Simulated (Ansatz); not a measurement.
# Hf on the In site (Hf_In) in bixbyite In2O3

Calculation: PBE, PAW (plane waves to 420 eV; Ansatz, a quantum-chemistry and plane-wave program). The supercell holds 80 host sites (1×1×1 repeats of a cell of 80 atoms), with a 2×2×2 Γ-centred k-point sampling for the final energies. Site at the start: the In(2) site. Finite-size correction: monopole term and site-potential alignment. Dielectric constants: PBE linear response of the host. Host gap at this level: 0.94 eV. These values are not converged in cell size to better than tenths of an eV. PBE underestimates the host's gap, which shifts levels and can delocalise carriers. Spin–orbit coupling is left out, which matters for these heavy elements. Each state is the lowest found from its start.

Formation energies E_f are given with the Fermi level at the valence-band maximum. Chemical conditions: In-rich (Δμ(In) = 0.00 eV, Δμ(Hf) = -5.20 eV, bounded by monoclinic HfO2; only phases computed here count, gases as isolated molecules at 0 K); O-rich (Δμ(In) = -3.89 eV, Δμ(Hf) = -10.38 eV, bounded by monoclinic HfO2; only phases computed here count, gases as isolated molecules at 0 K). Reference phases: Hf: hcp Hf, In: tetragonal indium.

Charges with a result: +1, 0, −1. Others weren't obtained, and one of them could lie lower, also by skipping a charge.

```csv
charge,moment (μB),point group,largest move off a lattice site (Å),image correction with alignment (eV),"E_f, In-rich (eV)","E_f, O-rich (eV)"
+1,not spin-polarised,C3i,0.11,0.31,-1.56,-0.27
0*,quenched,C3i,0.11,–,–,–
−1†,not spin-polarised,–,0.12,-0.11,–,–
```

* At this level the carrier isn't localised at the defect: at charge 0 electrons occupy the conduction band. Such a state is shallow or no state of the defect, and this cell gives it no level.

† Not settled in this cell, so no level is given: charge −1: carriers not clearly localised, level within 0.1 eV of a band edge or past it.

Point groups are those of the whole cell at tolerances of 0.03 and 0.1 Å ("near" where only the looser one holds); none is given for unsettled states.

Starting moments that weren't kept: charge 0 began with 1 μB and ended with 0.0.

Flagged in the runs: a doubtful potential alignment, a host whose relaxation on this sampling wasn't shown to rest, host ions not shown at rest.

All states together cost very roughly 110 core-minutes.
